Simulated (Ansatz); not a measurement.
The reference is ZnCu in the CsCl type structure (space group Pm-3m, No. 221; a = 2.9085 Å; relaxed with 0.1 eV smearing). Axes: x, y, z lie along the cube axes.

All numbers come from Ansatz (a program for electronic structure), PBEsol, PAW, cutoff 420 eV, spin-orbit coupling left out.

Strains are applied to the cell and any free atomic positions relax.

One change was made to it. Results:

```tsv
quantity	base	after
energy relative to the base (free energy F)	0 meV/atom	+4.5 meV/atom
pressure (mean of the normal stresses, compression positive)	0.0 GPa	0.2 GPa
```

**Question.** Name the change that was made.
(A) tensor shear ε_xy = +0.86 %
(B) tensor shear ε_xy = +1.71 %
(C) tensor shear ε_xy = +0.29 %

**Answer.** B, tensor shear ε_xy = +1.71 %. For comparison, the energy relative to the base in the other runs: tensor shear ε_xy = +0.86 % gives +1.1 meV/atom; tensor shear ε_xy = +0.29 % gives +0.1 meV/atom.

Stability against distortions was not tested. All final runs are without spin polarisation.
